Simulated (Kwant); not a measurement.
System: quantum point contact (saddle potential) in a InAs two-dimensional gas. Effective mass 0.023 mₑ, grid spacing 6.2 nm, hard walls, nominal width 150 nm (25 grid rows, so walls 161.2 nm apart), one parabolic valley, scattering region 450 nm long along x; energies count from the band bottom; Fermi energy swept from 0.00036331 to 0.008177 eV. Potential (V0 + ½k y²) cos²(πx/L) for |x| < L/2, with V0 = 0.0031 eV, k = 1e-05 eV/nm², L = 250 nm.

Constants are typed, rounded textbook-type inputs, not results; the design itself was drawn at random and stands for no fabricated device.

Computed with Kwant: effective-mass tight-binding model on a square grid, one spin, coherent transport at 0 K. Conductance is in e²/h.

Sweep values stay those of the base run.

Base results: G (e²/h) at E = 6.139 meV 0.63; G (e²/h) at E = 4.213 meV 0.0053; G (e²/h) at E = 2.288 meV 1.0e-5; mean G (e²/h) over the sweep 0.29.

Question: What follows from this one change: length of the gated region 250 → 320 nm?

Answer: G at E = 6.139 meV 0.63 → 0.67 e²/h; G at E = 4.213 meV 0.0053 → 0.0013 e²/h; G at E = 2.288 meV 1.0e-5 → 3.3e-7 e²/h; mean G over the sweep little changed (0.29 e²/h).

Question: What follows from this one change: effective mass 0.023 → 0.018 mₑ?

Answer: G at E = 6.139 meV 0.63 → 0.41 e²/h; G at E = 4.213 meV 0.0053 → 0.0037 e²/h; G at E = 2.288 meV 1.0e-5 → 1.8e-5 e²/h; mean G over the sweep 0.29 → 0.24 e²/h.
